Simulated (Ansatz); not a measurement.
The reference is ZnGeP2 in the chalcopyrite structure (space group I-42d, No. 122; a = 5.500 Å, c = 10.845 Å).

Calculations: PBE, PAW, 420 eV (Ansatz, an electronic-structure program; scalar-relativistic without spin-orbit coupling).

One change was made to it. Results:

```json
[
 {"quantity": "lattice parameter a", "base": "5.500 Å", "after": "5.525 Å"},
 {"quantity": "c/a ratio", "base": "1.972", "after": "1.972"}
]
```

**Question.** What was done to the base?
A) pressure −1 GPa
B) pressure 30 GPa
C) pressure −2 GPa
D) pressure 22.5 GPa
E) pressure 4.5 GPa

**Answer.** A, pressure −1 GPa. For comparison, the lattice parameter a in the other runs: pressure −2 GPa gives 5.553 Å; pressure 30 GPa gives 5.084 Å; pressure 22.5 GPa gives 5.155 Å; pressure 4.5 GPa gives 5.402 Å.

Load acts through the strain it causes; cell and atoms are relaxed under it. Whether these cells are dynamically stable was not tested. Competing high-pressure phases were not computed.
